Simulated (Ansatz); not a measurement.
System: L1₂ (Cu3Au-type) Ni3Si. Method: PBEsol in Ansatz (PAW).

Settings: plane-wave cutoff 520 eV, 16×16×16 k mesh, Fermi–Dirac smearing 0.05 eV, no spin polarisation, scalar-relativistic PAW data made under PBE.

Cell (relaxed at this level):

```
Ni3Si
1.0
    3.46101     0.00000     0.00000
    0.00000     3.46101     0.00000
    0.00000     0.00000     3.46101
Si Ni
1 3
Direct
  0.00000   0.00000   0.00000
  0.00000   0.50000   0.50000
  0.50000   0.00000   0.50000
  0.50000   0.50000   0.00000
```

**Question.** Predict the bulk modulus and pressure derivative B′ of the bulk modulus.

**Answer.** 
- bulk modulus = 240 GPa
- pressure derivative B′ of the bulk modulus = 4.7

The run finds no gap.

The computed numbers hold no vibrational or temperature effects.

Ansatz is an electronic-structure program.
